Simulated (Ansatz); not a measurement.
Consider interstitial H in amorphous Al32O48 (a melt-quenched model of 80 atoms), charge state -1. The step: a concerted move, in which O travels most; the atom moves 1.29 Å along (-0.09, 0.03, 0.09) of the unit cell; the moving atom starts with neighbours Al at 1.80, Al at 1.81; H at 1.63 Å and ends with Al at 1.88, Al at 1.94, Al at 1.98 Å. A PBE band in Ansatz (plane-wave PAW, the Γ point alone, 80 host sites, 38 SCF runs with any check of the saddle's order, static, no finite-size correction) gives a forward barrier of 0.31 eV. The saddle point's order was not checked. The charge state is imposed; whether it is stable for some Fermi level was not computed. Sites that were not tried may lie lower.

Single points at the band's start and saddle point can refine it. Rough cost of one point, in units of the band's mean SCF on the same machine:

```
Level                                             Cost of one point
------------------------------------------------  -----------------
PBE, a 2×2×2 k-point mesh shifted by half a step            about 8
r2SCAN at 500 eV, the Γ point alone                         about 4
```

Q: Which of these move the barrier by more than 0.1 eV, and how far does each move it?

A: PBE, a 2×2×2 k-point mesh shifted by half a step: +0.30 eV; r2SCAN at 500 eV, the Γ point alone: +0.08 eV. Each functional is compared with PBE at the same k-points.

Ansatz is a program for electronic structure.
